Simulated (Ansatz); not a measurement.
# What isotropic strain +1.50 % does to SnTe

The parent structure is SnTe in the rock salt structure (space group Fm-3m, No. 225; a = 6.2891 Å).

Now apply this change: the cell is scaled by 1.0150 in all directions, atoms relaxed at fixed cell.

The values are results of PBEsol (Ansatz, a first-principles code), no SOC, not measurements. Settings: 13×13×13 k-points, 0.05 eV Fermi–Dirac smearing.

| quantity | base | changed | shift |
|---|---|---|---|
| volume per atom | 31.09 Å³ | 32.51 Å³ | +1.42 Å³ |
| space group | Fm-3m (No. 225) | Fm-3m (No. 225) | – |
| energy relative to the base (free energy F) | 0 meV/atom | +8.9 meV/atom | +8.9 meV/atom |
| pressure | 0.0 GPa | -1.9 GPa | -1.9 GPa |
| band gap (uncertain: the edges found look like a band crossing or inverted bands; the base alone) | 0.16 eV | zero | – |

Final structure:

```yaml
crystal:
  lattice:
    - [0.00000, 3.19173, 3.19173]
    - [3.19173, 0.00000, 3.19173]
    - [3.19173, 3.19173, 0.00000]
  atoms:
    - { symbol: Sn, position: [0.00000, 0.00000, 0.00000] }
    - { symbol: Te, position: [0.50000, 0.50000, 0.50000] }
```

With Te present, leaving out spin-orbit coupling can change the band edges. No phonon test of stability was made. All final runs are without spin polarisation. Gaps under 0.05 eV, about the width of the smearing, are given as zero. The zero or small gap of SnTe can change with the level of theory.
